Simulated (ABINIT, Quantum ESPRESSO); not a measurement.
A Quantum ESPRESSO input for a self-consistent single point of MgSb (R-3m, 2 atoms in the cell) (DFT, LDA (PZ), plane waves, GBRV 1.5 ultrasoft (LDA) pseudopotentials):

```fortran
&control
    calculation = 'scf'
    outdir = './out'
    pseudo_dir = './'
    verbosity = 'high'
    tprnfor = .true.
    tstress = .true.
/
&system
    ibrav = 5
    A = 4.5890832127
    cosAB = 0.650077000485
    nat = 2
    ntyp = 2
    ecutwfc = 40
    ecutrho = 200
    occupations = 'smearing'
    smearing = 'gaussian'
    degauss = 0.0099958
/
&electrons
    conv_thr = 1.0d-10
    mixing_beta = 0.4
/
ATOMIC_SPECIES
Mg    24.3050  mg_lda_v1.4.uspp.F.UPF
Sb   121.7600  sb_lda_v1.4.uspp.F.UPF
ATOMIC_POSITIONS angstrom
Mg    0.0000000000    0.0000000000    0.0000000000
Sb    0.0000000000    0.0000000000    6.0274695000
K_POINTS automatic
12 12 12  0 0 0
```

### Question
Write the same calculation as an input for ABINIT.

### Answer
This is the input that was run; spellings and numerical settings could be chosen otherwise.

```
# MgSb, PseudoDojo nc-sr-04 LDA standard
pp_dirpath "./"
pseudos "Mg.upf, Sb.upf"
acell 3*1.0
rprim
         3.6274049905    2.0942832477    7.5935110530
        -3.6274049905    2.0942832477    7.5935110530
         0.0000000000   -4.1885664954    7.5935110530
natom 2
ntypat 2
znucl 12 51
typat 1 2
xred
         0.0000000000    0.0000000000    0.0000000000
         0.5000000000    0.5000000000    0.5000000000
ecut 84 Ry
occopt 7
tsmear 0.00499791
nband 18
kptopt 1
ngkpt 12 12 12
nshiftk 1
shiftk 0 0 0
nstep 100
tolvrs 1.0e-12
prtwf 0
prtden 0
enunit 2
```

Basis, cutoffs, solver keys and any potentials are the target program's own. This input uses DFT, LDA (PW92), plane waves, norm-conserving pseudopotentials (PseudoDojo nc-sr-04 LDA standard). LDA parametrisations can differ slightly between programs. Both were run: pressure -3.17 GPa in Quantum ESPRESSO and -3.13 in ABINIT.

On ABINIT: the starting cell comes from a database of computed structures (which also holds hypothetical and non-ambient phases and stackings), without a prior relaxation at this level. With a pressure of about -3 GPa the cell is away from its equilibrium volume at this level.

On Quantum ESPRESSO: the starting cell comes from a database of computed structures (which also holds hypothetical and non-ambient phases and stackings), without a prior relaxation at this level. With a pressure of about -3 GPa the cell is away from its equilibrium volume at this level.
